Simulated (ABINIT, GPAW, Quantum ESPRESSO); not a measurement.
Bulk modulus against equilibrium volume of rutile-structure TiO2 (space group 136) over programs and functionals

Each row is a third-order Birch-Murnaghan fit to seven to nine volumes of rutile-structure TiO2 (space group 136) in one program and functional, each with its own basis, cutoff and mesh; V0 is in Å^3/atom and B0 in GPa. Along one equation of state d ln B/d ln V = -B', so if levels differed mainly by where they put the minimum, ln B0 would fall on a line in ln V0 with a slope near -B0'.

| program, functional, potentials | ln V0 | ln B0 | V0 (Å^3/atom) | B0 (GPa) |
|---|---|---|---|---|
| Quantum ESPRESSO, LDA, GBRV | 2.312 | 5.570 | 10.10 | 262.4 |
| GPAW, LDA, PAW | 2.315 | ? | 10.13 | ? |
| Quantum ESPRESSO, PBEsol, GBRV | 2.336 | 5.504 | 10.34 | 245.6 |
| GPAW, PBEsol, PAW | 2.341 | 5.500 | 10.40 | 244.8 |
| ABINIT, PBE, PseudoDojo | 2.361 | 5.431 | 10.60 | 228.4 |
| Quantum ESPRESSO, PBE, GBRV | 2.365 | 5.427 | 10.65 | 227.5 |
| Quantum ESPRESSO, PBE, PSlibrary PAW | 2.368 | 5.422 | 10.68 | 226.4 |
| GPAW, PBE, PAW | 2.369 | 5.428 | 10.69 | 227.7 |

Using a straight line, estimate the missing ln B0 at ln V0 = 2.315 from the other rows, showing the fit.

With u = ln V0 - 2.350, the rows have u = -0.038000, -0.014000, -0.009000, 0.011000, 0.015000, 0.018000, 0.019000. Means: u 0.00028571, ln B0 5.4689. About the means, the sum of products is -0.0072797 and the sum of squares of u is 0.0027514; the slope is their ratio. Least squares gives ln B0 = 5.4696 - 2.646·u. Residuals (row less fit): -0.0001, -0.0026, 0.0066, -0.0095, -0.0029, 0.0000, 0.0087; standard error 0.0067 (degrees of freedom: 5). The slope is -2.6; the rows' own B0' run from 4.2 to 4.3, so the line is flatter than -B0': at one and the same volume the levels with the larger V0 are the stiffer ones. At the withheld row, u = -0.035000, so ln B0 = 5.4696 - 2.646 × (-0.035000) = 5.5622. The calculation gives 5.567, 0.0048 above the prediction (3.2 % of the range of ln B0 in the table). The row lies between fitted rows. From the scatter of the fitted rows alone, a prediction at this place has a standard error of 0.0085, so the miss is 0.6 times that.

The shape of the cell and the inner coordinates aren't relaxed, so V0 and B0 belong to this uniform scaling; a relaxed crystal lies no higher in energy and is usually softer. The runs keep the symmetry of the cell, so they don't test it for distortions. Spin polarisation is off; occupations are Fermi-Dirac, smeared by 0.05 eV in metals and 0.01 eV otherwise. Cutoffs and mesh are single choices, not tested for convergence of this quantity. No row is a reference.
